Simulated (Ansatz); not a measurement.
Abridged Ansatz (a program for electronic structure) output:

```
Relaxation: its limit of steps is 50 (relax.max_steps)
Pseudopotential: Si, paw, valence charge 4
Pseudopotential: C, paw, valence charge 4
Crystal: 2 atoms, lattice volume = 20.129 Å³
Basis set: ecut = 420 eV, 403 PW (Γ), exchange–correlation on 48×48×48 points (8 copies of the dense FFT grid, shifted against one another)
Bands: 8, of which v1, the nominal top of the filled ones, is band 4 counted from 1 (3 counted from 0)
Symmetry: 8 space group operations
k-points: 196 of 2197 (time reversal used)
Functional: x = slater, c = lda
SCF iter   1: F=—  HF=-852.202680 eV  |F-HF|=—  |Δ(HF+E_count)|=         —  Δρ=7.52e-3  dr2=1.12e-2  ethr=1.77e-3  ⟨swp⟩=5.6  Hψ=12945  notcnv=0
SCF iter   2: F=—  HF=-852.199611 eV  |F-HF|=—  |Δ(HF+E_count)|=   3.07e-3  Δρ=3.44e-3  dr2=1.10e-3  ethr=1.40e-4  ⟨swp⟩=2.2  Hψ=3973  notcnv=0
SCF 1 converged in 6 iterations: F = -852.199279 eV  dr2 = 1.51e-10
relax step   1: F+E_penalty+E_count = -852.19927879 eV  Δ(F+E_penalty+E_count) = +0.000e0 eV  max|allowed force component| = 3.018e-16 eV/Å  Δτ_max = 0.0000 Å  P = +1.747 GPa  Ω = 20.129 Å³  fix = [a, b, gamma]  reactions: a +2.411, b +2.411 GPa  (6 SCF iters, dr2 threshold 1.00e-7 eV, accepted)
[... steps on the carried basis left out ...]
relax step   3: F+E_penalty+E_count = -852.19925478 eV  Δ(F+E_penalty+E_count) = +1.393e-5 eV  max|allowed force component| = 4.372e-16 eV/Å  Δτ_max = 0.0000 Å  P = +1.508 GPa  Ω = 20.149 Å³  energy of the carried Pulay correction = -5.008e-5 eV  fix = [a, b, gamma]  reactions: a +2.263, b +2.263 GPa  (3 SCF iters, dr2 threshold 4.96e-8 eV, accepted)
Crystal: 2 atoms, lattice volume = 20.149 Å³
SCF iter   1: F=—  HF=-852.199303 eV  |F-HF|=—  |Δ(HF+E_count)|=         —  Δρ=1.49e-5  dr2=2.61e-8  ethr=1.41e-7  ⟨swp⟩=2.9  Hψ=17327  notcnv=0
SCF iter   2: F=—  HF=-852.199303 eV  |F-HF|=—  |Δ(HF+E_count)|=   2.62e-7  Δρ=7.16e-6  dr2=4.97e-9  ethr=3.27e-10  ⟨swp⟩=1.8  Hψ=1858  notcnv=0
SCF 4 converged in 5 iterations: F = -852.199303 eV  dr2 = 1.40e-13
SCF converged after 5 iterations
Free energy (F): -852.199303 eV
Internal energy: -852.199303 eV  (E = F + TS)
E sigma→0 (E₀):  -852.199303 eV
Entropy (-TS):   -0.000000 eV (-0.000 meV/atom)
Fermi energy:    10.279640 eV
--- Forces (eV/Å), atoms counted from 1 ---
  atom   1  Si    -0.00000000     0.00000000     0.00000000
  atom   2  C      0.00000000    -0.00000000     0.00000000
--- Stress (GPa, compression-positive) ---
        2.264723       0.000000       0.000000
        0.000000       2.264723      -0.000000
        0.000000      -0.000000       0.004562
  P = ⅓ Tr σ = 1.5113 GPa (15.113 kbar)
--- Relaxed structure (3 steps of the walk, 3 accepted, 1 SCFs on fresh bases) ---
  cell:  # Å, volume = 20.1493 Å³
    - [3.0457492048, 8.208064002220864e-97, -8.413241280917908e-20]
    - [8.208064002220864e-97, 3.0457492048, -1.1860083342633537e-33]
    - [1.5228746024, -1.5228746024, 2.1720631401290085]
  atoms:
    - { symbol: Si, position: [-1.4006881137298944e-34, 3.930023019377456e-34, 2.801376227459789e-34] }
    - { symbol: C, position: [0.75, 0.75, 0.5] }
```

**Question.** What was computed, and what are the main results?

**Answer.** SiC, 2 atoms in the cell, with LDA (Ansatz, PAW, no spin-orbit coupling). The last SCF converged to F = -852.199303 eV, or -426.0997 eV per atom, at a pressure of 1.51 GPa. The total energy compares only with runs of the same code, potentials and settings.

The cells carry an imposed strain or load. Stability against distortions was not tested. The cell was made from SiC in the zinc blende structure (space group F-43m, No. 216) by this change: biaxial strain −0.50 %, plane normal [001], relaxed out of plane.

Keys are those of Ansatz 0.2.
